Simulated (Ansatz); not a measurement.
An Ansatz (a program for electronic structure) run: hypothetical I4/mmm La3Ni2O7 with a change (pressure 3 GPa); PBE in Ansatz (plane waves to 420 eV, PAW, without spin-orbit coupling).

Input:

Ansatz 0.2 input:
```yaml
crystal:
  lattice:
    - [-1.9157570328, 1.9157570328, 10.13548007]
    - [1.9157570328, -1.9157570328, 10.13548007]
    - [1.9157570328, 1.9157570328, -10.13548007]
  atoms:
    - { symbol: La, position: [0.5, 0.5, 0] }
    - { symbol: La, position: [0.6786374365, 0.6786374365, 0] }
    - { symbol: La, position: [0.3213625635, 0.3213625635, 0] }
    - { symbol: Ni, position: [0.0967224806, 0.0967224806, 0] }
    - { symbol: Ni, position: [0.9032775194, 0.9032775194, 0] }
    - { symbol: O, position: [0.9038461604, 0.4038461604, 0.5] }
    - { symbol: O, position: [0.0961538396, 0.5961538396, 0.5] }
    - { symbol: O, position: [0.4038461604, 0.9038461604, 0.5] }
    - { symbol: O, position: [0.5961538396, 0.0961538396, 0.5] }
    - { symbol: O, position: [0.7955816899, 0.7955816899, 0] }
    - { symbol: O, position: [0.2044183101, 0.2044183101, 0] }
    - { symbol: O, position: [0, 0, 0] }
basis: { ecutwfc: 420, ecutrho_ratio: 4, xc_grid: 2, fft_grid_basis: typed }
kpoints: { mp_grid: { grid: [12, 12, 12] } }
hamiltonian:
  xc: pbe
  dispersion: none
  pseudopotentials: { kind: paw }
scf: { occupations: { method: fermi_dirac, width: 0.05 } }
relax: { f_tol: 0.01, max_steps: 60, cell: { stress_tol: 0.02, p_target: 3.0 } }
output: { forces: true, stress: true }
checkpoint: { write: state.ck, write_every: 1000 }
```

Output (explanatory and most iteration lines left out):

```
Relaxation: its limit of steps is 60 (relax.max_steps)
Pseudopotential: La, paw, valence charge 11
Pseudopotential: Ni, paw, valence charge 18
Pseudopotential: O, paw, valence charge 6
Crystal: 12 atoms, lattice volume = 148.794 Å³
Basis set: ecut = 420 eV, 2909 PW (Γ), exchange–correlation on 144×144×144 points (8 copies of the dense FFT grid, shifted against one another)
Bands: 68, of which v1, the nominal top of the filled ones, is band 56 counted from 1 (55 counted from 0)
Symmetry: 16 space group operations
Space group: I4/mmm (ITA 139), of the structure as read, at distance tolerance 5.3e-5 Å
k-points: 163 of 1728
Functional: x = pbe(κ = 0.804, μ = 0.2195149727645171), c = pbe(β = 0.06672455060314922)
SCF iter   1: F=—  HF=-34413.438009 eV  |F-HF|=—  |Δ(HF+E_count)|=         —  Δρ=7.96e-3  dr2=6.96e-2  ethr=1.77e-3  ⟨swp⟩=4.8  Hψ=38729  notcnv=0  defer=144
SCF iter   2: F=—  HF=-34413.430049 eV  |F-HF|=—  |Δ(HF+E_count)|=   7.96e-3  Δρ=2.62e-3  dr2=2.13e-2  ethr=6.27e-5  ⟨swp⟩=2.5  Hψ=22731  notcnv=0  defer=494
SCF 1 converged in 10 iterations: F = -34413.426790 eV  dr2 = 3.26e-8
relax step   1: F+E_penalty+E_count = -34413.42679008 eV  Δ(F+E_penalty+E_count) = +0.000e0 eV  max|allowed force component| = 1.216e-4 eV/Å  Δτ_max = 0.0000 Å  P = +1.499 GPa  Ω = 148.794 Å³  (10 SCF iters, dr2 threshold 1.00e-7 eV, accepted)
[... steps on the carried basis left out ...]
relax step   9: F+E_penalty+E_count = -34413.40899448 eV  Δ(F+E_penalty+E_count) = +1.590e-4 eV  max|allowed force component| = 2.152e-4 eV/Å  Δτ_max = 0.0000 Å  P = +2.998 GPa  Ω = 147.518 Å³  stress off target by 2.38e-3 GPa  SCF on the basis re-selected at this cell (its energy is not comparable with the rows above)  (9 SCF iters)
SCF converged after 9 iterations
Free energy (F): -34413.408994 eV
Internal energy: -34413.386074 eV  (E = F + TS)
E sigma→0 (E₀):  -34413.397534 eV
Entropy (-TS):   -0.022921 eV (-1.910 meV/atom)
Fermi energy:    13.828321 eV
--- Forces (eV/Å), atoms counted from 1 ---
  atom   1  La    -0.00000000    -0.00000000     0.00000000
  atom   2  La     0.00000000     0.00000000     0.00000698
  atom   3  La     0.00000000     0.00000000    -0.00000698
  atom   4  Ni     0.00000000    -0.00000000    -0.00021518
  atom   5  Ni    -0.00000000    -0.00000000     0.00021518
  atom   6  O     -0.00000000     0.00000000    -0.00001403
  atom   7  O      0.00000000     0.00000000     0.00001403
  atom   8  O      0.00000000     0.00000000    -0.00001403
  atom   9  O      0.00000000     0.00000000     0.00001403
  atom  10  O      0.00000000    -0.00000000    -0.00007321
  atom  11  O      0.00000000     0.00000000     0.00007321
  atom  12  O      0.00000000     0.00000000     0.00000000
--- Stress (GPa, compression-positive) ---
        2.997619       0.000000       0.000000
        0.000000       2.997619       0.000000
       -0.000000       0.000000       2.997933
  P = ⅓ Tr σ = 2.9977 GPa (29.977 kbar)
--- Relaxed structure (7 steps of the walk, 7 accepted, 2 SCFs on fresh bases) ---
  cell:  # Å, volume = 147.5180 Å³
    - [-1.9104653587322944, 1.9104653587322944, 10.10431187526964]
    - [1.9104653587322944, -1.9104653587322944, 10.10431187526964]
    - [1.9104653587322944, 1.9104653587322944, -10.10431187526964]
  atoms:
    - { symbol: La, position: [0.49999999999999994, 0.49999999999999994, 5.328223782294805e-35] }
    - { symbol: La, position: [0.6786440034710299, 0.6786440034710299, -4.101604454164421e-35] }
    - { symbol: La, position: [0.32135599652896985, 0.32135599652896985, -4.719831676113381e-35] }
    - { symbol: Ni, position: [0.09682156011503068, 0.09682156011503068, 4.554213029327495e-35] }
    - { symbol: Ni, position: [0.9031784398849692, 0.9031784398849692, 3.8245787806203617e-35] }
    - { symbol: O, position: [0.9039178362399659, 0.4039178362399659, 0.5] }
    - { symbol: O, position: [0.0960821637600341, 0.5960821637600341, 0.49999999999999994] }
    - { symbol: O, position: [0.4039178362399659, 0.9039178362399659, 0.5] }
    - { symbol: O, position: [0.5960821637600341, 0.0960821637600341, 0.49999999999999994] }
    - { symbol: O, position: [0.795647063032789, 0.795647063032789, -4.0852742445249244e-35] }
    - { symbol: O, position: [0.2043529369672108, 0.2043529369672108, -5.384115678021653e-35] }
    - { symbol: O, position: [-1.203423454658514e-20, -1.203423454658504e-20, 1.0447436776858908e-34] }
```

Load acts through the strain it causes; cell and atoms are relaxed under it. Whether these cells are dynamically stable was not tested. No Hubbard U is applied and the magnetic state is the run's own (La3Ni2O7 not spin-polarised); small cells can't hold the antiferromagnetic order that many such compounds have, so gaps and moments can be off. The final runs are not spin-polarised. The cell was made from La3Ni2O7 (space group I4/mmm, No. 139; non-magnetic; a hypothetical phase, not in the database extracts checked) by this change: pressure 3 GPa.
